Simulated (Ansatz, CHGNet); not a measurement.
## GaN (model structure, started from the WC type, P-6m2, No. 187, 2 atoms in the cell): properties by level of theory

| level (code) | lattice constant a (Å) | c axis length (Å) |
|---|---|---|
| CHGNet 0.3.0 | (withheld) | 2.714 |
| CHGNet-r²SCAN | 2.852 | (withheld) |
| r²SCAN+rVV10 (Ansatz) | 2.928 | (withheld) |

**Question.** Some entries are withheld; supply them.

**Answer.** 
- CHGNet 0.3.0, lattice constant a (Å): 2.972
- CHGNet-r²SCAN, c axis length (Å): 2.619
- r²SCAN+rVV10 (Ansatz, a quantum-chemistry and plane-wave program), c axis length (Å): 2.647

Ansatz's density-functional and Hartree–Fock values are scalar-relativistic unless marked +SOC, with PAW data made under PBE.

Static lattice: no zero-point or thermal effects.

A model structure was made by putting elements into a prototype or built by hand; it is no filed structure, need not be a known phase, and can be a saddle point held by its symmetry.
